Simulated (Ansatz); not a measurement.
What uniaxial strain ε_zz = +1.50 % does to Be

Base system: Be in the hcp (Mg type) structure (space group P6_3/mmc, No. 194; a = 2.263 Å, c = 3.566 Å; relaxed with 0.1 eV smearing). Axes: x lies along a and z along c of the hexagonal cell.

One thing is altered: the cell is stretched by 1.50 % along z with no lateral relaxation; the atoms relax in the strained cell.

Level of theory: DFT with PBE, PAW potentials and a 420 eV plane-wave cutoff in Ansatz (a first-principles code), without spin-orbit coupling. Settings: 29×29×16 k-points, 0.1 eV Fermi–Dirac smearing.

```csv
quantity,base,changed,shift
volume per atom,7.91 Å³,8.03 Å³,+0.12 Å³
space group,P6_3/mmc (No. 194),P6_3/mmc (No. 194),–
shortest interatomic distance,2.211 Å,2.232 Å,+0.0216 Å
energy relative to the base (free energy F),0 meV/atom,+2.1 meV/atom,+2.1 meV/atom
"pressure (mean of the normal stresses, compression positive)",0.0 GPa,-1.9 GPa,-1.9 GPa
band gap,zero,zero,–
"stress (xx, yy, zz, yz, xz, xy; compression positive)",–,"(-0.1, -0.1, -5.5, 0.0, 0.0, 0.0) GPa",–
```

Final structure:

```yaml
crystal:
  lattice:
    - [2.26274, 0.00000, 0.00000]
    - [-1.13137, 1.95959, 0.00000]
    - [0.00000, 0.00000, 3.61990]
  atoms:
    - { symbol: Be, position: [0.66667, 0.33333, 0.75000] }
    - { symbol: Be, position: [0.33333, 0.66667, 0.25000] }
```

No phonon test of stability was made.
